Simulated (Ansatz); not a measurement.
How the lattice constant a of Nb2SnC (P6₃/mmc, No. 194, 8 atoms in the cell; start mp-5443) moves with the method

No measured value is used here.

| level (code) | value (Å) |
|---|---|
| LDA (Ansatz) | 3.214 |
| PBEsol (Ansatz) | 3.230 |
| r²SCAN (Ansatz) | 3.265 |

LDA, PBEsol, r²SCAN: the run has no spin polarisation, so it can have missed a magnetic state. LDA, PBEsol, r²SCAN: the relaxation could not lower the start's symmetry, so the cell can be a saddle point above a distorted one. Cutoffs differ between the levels. Ansatz's density-functional and Hartree–Fock values are scalar-relativistic unless marked +SOC, with PAW data made under PBE.

A start named mp-… is a Materials Project structure, which need not be a measured phase.

Ansatz is a program for electronic structure.
